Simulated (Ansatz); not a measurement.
We consider MgS (P6₃mc, No. 186, 4 atoms in the cell; start mp-1185942; a measured phase of this formula has another space group), described by LDA (PAW; Ansatz, an electronic-structure program).

Numerical settings: plane-wave cutoff 520 eV, 12×12×6 k mesh (along the axes of the cell as run), Fermi–Dirac smearing 0.01 eV, scalar-relativistic PAW data made under PBE.

Computed at the level's own relaxed cell.

```
CELL_PARAMETERS angstrom
      3.98458     0.00000     0.00000
     -1.99229     3.45075     0.00000
      0.00000     0.00000     6.36039
ATOMIC_POSITIONS crystal
  Mg 0.66667 0.33333 0.49660
  Mg 0.33333 0.66667 0.99660
  S  0.33333 0.66667 0.37839
  S  0.66667 0.33333 0.87839
```

**Question.** List the 10 lowest band energies at Γ above −25 eV (eV, relative to the valence band maximum), grouping those that round alike.

**Answer.** At Γ: -11.51, -10.70, -3.42, -0.58 (×2), -0.14 (×2), 0.00, 3.35, 4.57.

A start named mp-… is a Materials Project structure, which need not be a measured phase.
